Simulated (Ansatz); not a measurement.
**ZnSe in the zinc blende structure (space group F-43m, No. 216)**

```cif
data_SeZn
_chemical_formula_sum 'Se1 Zn1'
_space_group_name_H-M_alt 'P 1'
_space_group_IT_number 1
_cell_length_a 4.00652
_cell_length_b 4.00652
_cell_length_c 4.00652
_cell_angle_alpha 60.000
_cell_angle_beta 60.000
_cell_angle_gamma 60.000
loop_
_space_group_symop_operation_xyz
  'x, y, z'
loop_
_atom_site_label
_atom_site_type_symbol
_atom_site_fract_x
_atom_site_fract_y
_atom_site_fract_z
_atom_site_occupancy
Se1 Se 0.75000 0.75000 0.75000 1
Zn1 Zn 0.00000 0.00000 0.00000 1
```

Calculations: Ansatz (a quantum-chemistry and plane-wave program), r2SCAN, PAW, cutoff 500 eV, no SOC, earlier PAW set. Γ-centred 10×10×10 mesh, Fermi–Dirac width 0.05 eV.

| Item | Result |
|---|---|
| Volume per atom | 22.74 Å³ |
| Density | 5.27 g/cm³ |
| Band gap | 1.86 eV, direct at Γ |
| Electron mass | 0.12 mₑ |
| Hole mass (degenerate bands, along [100]) | 0.13, 0.60, 0.60 mₑ |
| Lowest conduction-band minima above the VBM | Γ 1.86 eV; L along ⟨111⟩ 3.05 eV; X along ⟨100⟩ 3.34 eV |
| Total energy | -4402.758 eV/atom (σ→0; compares only within this code and set-up) |

Masses are band curvatures over ±0.01 Å⁻¹ around the edge. Stability against distortions was not tested.
